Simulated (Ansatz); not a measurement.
```xyz
30
Lattice="25.5000 0.0000 0.0000 0.0000 14.5000 0.0000 0.0000 0.0000 5.4871" Properties=species:S:1:pos:R:3 pbc="T T T"
S      5.4732     5.6605     3.6006
W      5.8415     7.2500     2.0019
S      5.4732     8.8395     3.6006
S      7.1958     5.6139     0.8652
W      7.0657     7.2500     4.6320
S      7.1958     8.8861     0.8652
S      8.7204     5.7159     3.6619
W      8.7554     7.2500     1.7856
S      8.7204     8.7841     3.6619
S     10.3664     5.6732     0.9169
W     10.3571     7.2500     4.5782
S     10.3664     8.8268     0.9169
S     11.9437     5.6750     3.6611
W     11.9572     7.2500     1.8297
S     11.9437     8.8250     3.6611
S     13.5563     5.6750     0.9176
W     13.5428     7.2500     4.5732
S     13.5563     8.8250     0.9176
S     15.1336     5.6732     3.6604
W     15.1429     7.2500     1.8346
S     15.1336     8.8268     3.6604
S     16.7796     5.7159     0.9183
W     16.7446     7.2500     4.5292
S     16.7796     8.7841     0.9183
S     18.3042     5.6139     3.6088
W     18.4343     7.2500     1.8885
S     18.3042     8.8861     3.6088
S     20.0268     5.6605     0.8570
W     19.6585     7.2500     4.7454
S     20.0268     8.8395     0.8570
```

Computed with PBE (plane waves to 420 eV, PAW; Ansatz, a program for electronic structure). Mesh 1×1×6. No spin polarisation, so a magnetic state wasn't tested. Periodic along z alone, with about 11 Å of vacuum beside it. An idealised model, cut from the flat sheet. It keeps the symmetry and period of its start, so it need not be a minimum against all distortions. Values not marked SOC lack spin–orbit coupling.

**Question.** Tabulate the two highest filled and two lowest empty levels along the axis, from the valence top.

**Answer.** 
```json
[
 {"k (2π/c)": "0.000", "v2 (eV)": "-0.18", "v1 (eV)": "0.00", "c1 (eV)": "0.41", "c2 (eV)": "0.45"},
 {"k (2π/c)": "0.042", "v2 (eV)": "-0.18", "v1 (eV)": "-0.01", "c1 (eV)": "0.42", "c2 (eV)": "0.46"},
 {"k (2π/c)": "0.083", "v2 (eV)": "-0.17", "v1 (eV)": "-0.02", "c1 (eV)": "0.46", "c2 (eV)": "0.48"},
 {"k (2π/c)": "0.125", "v2 (eV)": "-0.16", "v1 (eV)": "-0.06", "c1 (eV)": "0.51", "c2 (eV)": "0.52"},
 {"k (2π/c)": "0.167", "v2 (eV)": "-0.16", "v1 (eV)": "-0.09", "c1 (eV)": "0.59", "c2 (eV)": "0.59"},
 {"k (2π/c)": "0.208", "v2 (eV)": "-0.16", "v1 (eV)": "-0.13", "c1 (eV)": "0.64", "c2 (eV)": "0.65"},
 {"k (2π/c)": "0.250", "v2 (eV)": "-0.17", "v1 (eV)": "-0.16", "c1 (eV)": "0.64", "c2 (eV)": "0.64"},
 {"k (2π/c)": "0.292", "v2 (eV)": "-0.18", "v1 (eV)": "-0.18", "c1 (eV)": "0.63", "c2 (eV)": "0.64"},
 {"k (2π/c)": "0.333", "v2 (eV)": "-0.20", "v1 (eV)": "-0.19", "c1 (eV)": "0.63", "c2 (eV)": "0.64"},
 {"k (2π/c)": "0.375", "v2 (eV)": "-0.21", "v1 (eV)": "-0.20", "c1 (eV)": "0.63", "c2 (eV)": "0.64"},
 {"k (2π/c)": "0.417", "v2 (eV)": "-0.21", "v1 (eV)": "-0.21", "c1 (eV)": "0.63", "c2 (eV)": "0.63"},
 {"k (2π/c)": "0.458", "v2 (eV)": "-0.22", "v1 (eV)": "-0.22", "c1 (eV)": "0.63", "c2 (eV)": "0.63"},
 {"k (2π/c)": "0.500", "v2 (eV)": "-0.22", "v1 (eV)": "-0.22", "c1 (eV)": "0.63", "c2 (eV)": "0.63"}
]
```
